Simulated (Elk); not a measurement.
Band structure of SmTl (Pm-3m, 2 atoms in the cell).

```yaml
crystal:
  lattice:
    - [3.86980, 0.00000, 0.00000]
    - [0.00000, 3.86980, 0.00000]
    - [0.00000, 0.00000, 3.86980]
  atoms:
    - { symbol: Sm, position: [0.00000, 0.00000, 0.00000], spin: 5.0 }
    - { symbol: Tl, position: [0.50000, 0.50000, 0.50000] }
```
(The spins are starting values, not results.)

Method: Elk with PBEsol, all-electron FP-LAPW, Elk's shipped species files, APW+lo basis with extra local orbitals.

Settings: xctype = 22; spinpol = true; rgkmax = 8; swidth = 0.00367493 Ha; ngridk = 11 11 11; reducebf = 0.5; gmaxvr = 14 1/bohr; nxlo = 2; lorbcnd = true; lmaxi = 3; nempty = 12 per atom; maxscl = 100; bfcmt = [[0.0, 0.0, -1.25], [0.0, 0.0, 0.0]].

The starting cell comes from a database of computed structures (which also holds hypothetical and non-ambient phases and stackings), without a prior relaxation at this level. Spin-orbit coupling is off. With one magnetic atom in the cell only a parallel order is possible. With U or open f shells several self-consistent states can exist. The f electrons are in the valence without U or exact exchange, which can misplace them near the Fermi level. Spin-orbit terms, which matter for f shells, are left out. Values depend on the basis (sphere radii, cutoffs, local orbitals), which need not be converged.

Levels in eV from the Fermi level, bands 18 to 25 of the first spin channel:
```json
[
 {"point": "Γ", "18": "-0.22", "19": "-0.21", "20": "-0.19", "21": "0.12", "22": "0.13", "23": "3.49", "24": "3.50", "25": "3.50"},
 {"point": "X", "18": "-0.19", "19": "-0.17", "20": "-0.11", "21": "-0.10", "22": "0.35", "23": "0.89", "24": "0.89", "25": "4.23"},
 {"point": "M", "18": "-0.24", "19": "-0.11", "20": "-0.10", "21": "0.05", "22": "0.06", "23": "0.23", "24": "2.89", "25": "2.89"},
 {"point": "R", "18": "-0.23", "19": "-0.22", "20": "-0.13", "21": "-0.12", "22": "-0.12", "23": "0.00", "24": "5.08", "25": "5.08"}
]
```

Bands cross the Fermi level along this path, so the cell is metallic at this level.

The net moment of the cell came out as 6.06 μB.
